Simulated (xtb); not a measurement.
xtb 6.7.1, GFN2-xTB: Fc1c(F)c(-c2ccc3c(c2)oc2ccccc23)c(F)c(F)c1-c1ccc2c(c1)oc1ccccc12, 50 atoms. The geometry is a generated start, not checked to be a minimum at this level.

```
Item                       Value
-----------------  -------------
run flags                 --grad
method                  GFN2-xTB
--acc                1 (default)
--etemp (K)        300 (default)
basis functions              158
valence electrons            174
```

One run each on 1 thread. Values of broydamp tried: 0.02, 0.05, 0.1, 0.2, 0.4 (default), 0.6, 0.8, 1.

Problem. Predict the course of the SCC iterations along this series.

Solution. Fewest SCC iterations, within one of each other: 0.2 with 12, 0.4 (default) with 11, 0.6 with 12. The count rises to 18 at 0.02. All converge to one solution.

```json
[
 {"broydamp": "0.02", "SCC iterations": "18", "end": "same solution"},
 {"broydamp": "0.05", "SCC iterations": "16", "end": "same solution"},
 {"broydamp": "0.1", "SCC iterations": "14", "end": "same solution"},
 {"broydamp": "0.2", "SCC iterations": "12", "end": "same solution"},
 {"broydamp": "0.4 (default)", "SCC iterations": "11", "end": "same solution"},
 {"broydamp": "0.6", "SCC iterations": "12", "end": "same solution"},
 {"broydamp": "0.8", "SCC iterations": "13", "end": "same solution"},
 {"broydamp": "1", "SCC iterations": "13", "end": "same solution"}
]
```
